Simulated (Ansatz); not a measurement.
The reference is KCl in the rock salt structure (space group Fm-3m, No. 225).

```xyz
2
Lattice="0.0000 3.1907 3.1907 3.1907 0.0000 3.1907 3.1907 3.1907 0.0000" Properties=species:S:1:pos:R:3 pbc="T T T"
K      0.0000     0.0000     0.0000
Cl     3.1907     3.1907     3.1907
```

The values are results of PBE (Ansatz, a first-principles code; PAW; 420 eV plane waves; spin-orbit coupling left out), not measurements.

One change was made to it. Results:

The shortest interatomic distance goes up by 0.078 Å, from 3.191 Å to 3.269 Å; the gap character stays direct at Γ.

Task: What was done to the base?
A) pressure 10 GPa
B) pressure −1 GPa
C) pressure 0.3 GPa
D) pressure 5 GPa
E) pressure −2 GPa

Result: B, pressure −1 GPa. For comparison, the shortest interatomic distance in the other runs: pressure 10 GPa gives 2.889 Å; pressure 5 GPa gives 2.992 Å; pressure 0.3 GPa gives 3.172 Å; pressure −2 GPa gives 3.405 Å.

Load acts through the strain it causes; cell and atoms are relaxed under it. Whether these cells are dynamically stable was not tested. No other phases were tried under pressure.
